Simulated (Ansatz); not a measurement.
This Ansatz (a quantum-chemistry and plane-wave program) input is the reference run, CoSn (space group P6/mmm, No. 191; non-magnetic), computed with DFT with PBEsol, PAW potentials and a 420 eV plane-wave cutoff in Ansatz, no SOC:

Ansatz 0.2 input:
```yaml
crystal:
  lattice:
    - [5.2178139284, 0, 0]
    - [-2.6089069642, 4.5187594143, 0]
    - [0, 0, 4.1724742029]
  atoms:
    - { symbol: Co, position: [0.5, 0, 0] }
    - { symbol: Co, position: [0.5, 0.5, 0] }
    - { symbol: Co, position: [0, 0.5, 0] }
    - { symbol: Sn, position: [0, 0, 0] }
    - { symbol: Sn, position: [0.3333333333, 0.6666666667, 0.5] }
    - { symbol: Sn, position: [0.6666666667, 0.3333333333, 0.5] }
basis: { ecutwfc: 420, ecutrho_ratio: 4, xc_grid: 2, fft_grid_basis: typed }
kpoints: { mp_grid: { grid: [10, 10, 11] } }
hamiltonian:
  xc: pbesol
  dispersion: none
  pseudopotentials: { kind: paw }
scf: { occupations: { method: fermi_dirac, width: 0.05 }, convergence: { dr2_threshold: 0.0000000006 } }
output: { forces: true, stress: true }
```

**Question.** Write the input for this change: the cell is compressed by 1.22 % along z with no lateral relaxation; the atoms relax in the strained cell.

**Answer.** 
Ansatz 0.2 input:
```yaml
crystal:
  lattice:
    - [5.2178139284, 0, 0]
    - [-2.6089069642, 4.5187594143, 0]
    - [0, 0, 4.1215700176]
  atoms:
    - { symbol: Co, position: [0.5, 0, 0] }
    - { symbol: Co, position: [0.5, 0.5, 0] }
    - { symbol: Co, position: [0, 0.5, 0] }
    - { symbol: Sn, position: [0, 0, 0] }
    - { symbol: Sn, position: [0.3333333333, 0.6666666667, 0.5] }
    - { symbol: Sn, position: [0.6666666667, 0.3333333333, 0.5] }
basis: { ecutwfc: 420, ecutrho_ratio: 4, xc_grid: 2, fft_grid_basis: typed }
kpoints: { mp_grid: { grid: [10, 10, 11] } }
hamiltonian:
  xc: pbesol
  dispersion: none
  pseudopotentials: { kind: paw }
scf: { occupations: { method: fermi_dirac, width: 0.05 }, convergence: { dr2_threshold: 0.0000000006 } }
relax: { f_tol: 0.005, max_steps: 50 }
output: { forces: true, stress: true }
checkpoint: { write: state.ck, write_every: 1000 }
```
This is the input that was run.

Whether these cells are dynamically stable was not tested. Starting moments died away, wholly or in part, for the base; another magnetic solution may exist. The final runs are not spin-polarised.
